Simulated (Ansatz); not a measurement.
Several settings converged on TiSi (Pnma, 8 atoms in the cell)

```xyz
8
Lattice="6.5448 0.0000 0.0000 0.0000 3.6499 0.0000 0.0000 0.0000 5.0184" Properties=species:S:1:pos:R:3 pbc="T T T"
Ti     4.4222     0.9125     1.8658
Ti     2.1226     2.7374     3.1527
Ti     5.3950     2.7374     4.3750
Ti     1.1498     0.9125     0.6435
Si     3.5599     0.9125     4.2928
Si     2.9849     2.7374     0.7257
Si     6.2573     2.7374     1.7836
Si     0.2875     0.9125     3.2349
```

Base method: LDA (PW92), default PAW files made with PBE (plane waves; Ansatz, a first-principles code).

Base settings: basis.ecutwfc = 30.9 Ry; kpoints.mp_grid.grid = 3 7 5; hamiltonian.xc = lda; hamiltonian.pseudopotentials = {kind: paw} (the program's default PAW files); scf.occupations.method = fermi_dirac; scf.occupations.width = 0.0073 Ry.

Core times come from one kind of shared machine, to one figure; runs under 30 s give none.

**Zone-centre phonons against the cutoff**

In this ladder: phonons.method = dfpt.

The mesh stays at the base's, so the ladder's end is converged at best in this setting alone.

Frequencies are those of the unrelaxed cell, without the LO-TO term of polar crystals.

Only quantities that move along the ladder and can be compared are tabulated.

```tsv
basis.ecutwfc	highest zone-centre frequency (cm⁻¹)	lowest optical frequency (cm⁻¹)	core time / last (rough)
15.4 Ry	435.1	114.1	0.2
18.4 Ry	423.8	135.5	0.2
21.7 Ry	431.4	172.6	0.3
30.9 Ry	430.7	163.4	0.6
46.3 Ry	430.8	163.4	1
```

Coarsest basis.ecutwfc that holds the lowest optical frequency within 2 cm⁻¹ of the last step, with all finer ones: 30.9 Ry; the step before is off by 9.3 cm⁻¹.

Coarsest basis.ecutwfc that holds the highest zone-centre frequency within 2 cm⁻¹ of the last step, with all finer ones: 21.7 Ry, at about 0.3 of the last step's time; the step before is off by 6.9 cm⁻¹.

**Zone-centre phonons against the mesh**

In this ladder: phonons.method = dfpt.

Frequencies are those of the unrelaxed cell, without the LO-TO term of polar crystals.

Only quantities that move along the ladder and can be compared are tabulated.

```csv
kpoints.mp_grid.grid,highest zone-centre frequency (cm⁻¹),lowest optical frequency (cm⁻¹),core time / last (rough)
2 3 2,438.6,171.1,0.2
3 5 4,434.2,161.8,0.3
4 7 5,431.3,162.6,0.5
5 9 6,432.6,161.7,1
```

Coarsest kpoints.mp_grid.grid that holds the highest zone-centre frequency within 5 cm⁻¹ of the last step, with all finer ones: 3 5 4, at about 0.3 of the last step's time; the step before is off by 6.0 cm⁻¹.

Coarsest kpoints.mp_grid.grid that holds the lowest optical frequency within 2 cm⁻¹ of the last step, with all finer ones: 3 5 4, at about 0.3 of the last step's time; the step before is off by 9.4 cm⁻¹.

**The force threshold of a relaxation**

On TiSi (Pm, 8 atoms in the cell): one atom moved by 0.15 angstrom.

In this ladder: relax = atoms.

The mesh stays at the base's, so the ladder's end is converged at best in this setting alone.

Only quantities that move along the ladder and can be compared are tabulated.

| relax.f_tol | free energy less the last step's (meV/atom) | largest force left (eV/Å) | relaxation steps | core time / last (rough) |
|---|---|---|---|---|
| 0.2 eV/Å | 0.90 | 0.1629 | 3 | 0.5 |
| 0.05 eV/Å | 0.00 | 0.0064 | 3 | 0.5 |
| 0.02 eV/Å | 0.00 | 0.0064 | 4 | 0.6 |
| 0.001 eV/Å | 0.00 | 0.0001 | 6 | 1 |

Coarsest relax.f_tol that holds the free energy within 0.5 meV/atom of the last step, with all finer ones: 0.05 eV/Å; the step before is off by 0.90 meV/atom.

Coarsest relax.f_tol that holds the largest force left within 0.02 eV/Å of the last step, with all finer ones: 0.05 eV/Å; the step before is off by 0.16 eV/Å.

On the base run: the starting cell comes from a database of computed structures (which also holds hypothetical and non-ambient phases and stackings), without a prior relaxation at this level. Its lattice was rescaled by up to half a per cent. Spin polarisation is off. In the base run, with a pressure of about -8 GPa the cell is away from its equilibrium volume at this level.

Left out of this page: 1 run of the series stopped by limits of time or memory.

Keys are those of Ansatz 0.2.
